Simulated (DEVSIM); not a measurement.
Structure: Co/SiO2/p-Si capacitor, at 250 K.

Layer 1 from the left is SiO2, thickness (nm) 55.0. Layer 2 from the left is Si, thickness (nm) 1400, Na (cm⁻³) 1.7e17.

Metal gate on the left, work function 5 eV. Fixed charge at the semiconductor interface 0 cm⁻² (in units of +e); no interface traps.

This is a model device: material constants are rounded textbook-type values typed into the input, and sizes, dopings and lifetimes were drawn at random. Values at 300 K; Nc and Nv go as T^1.5, mobilities as T to minus their exponent, the gap by Varshni's rule with the affinity fixed.

SiO2: gap (eV) 9, affinity (eV) 0.9, permittivity 3.9. Si: gap (eV) 1.124, affinity (eV) 4.05, permittivity 11.7, Nc (cm⁻³) 2.86e19, Nv (cm⁻³) 3.1e19, Varshni α (eV/K) 0.000473, Varshni β (K) 636.

Model (solved in DEVSIM): 1D Poisson equation in equilibrium, Boltzmann statistics, complete ionisation; no quantum confinement or tunnelling. Metal contacts follow the ideal Schottky-Mott rule: no Fermi-level pinning, no interface dipoles.

What does the simulation give for the minimum of the low-frequency capacitance, the flat-band voltage?

minimum of the low-frequency capacitance 0.0430 μF/cm²; flat-band voltage -0.08 V.
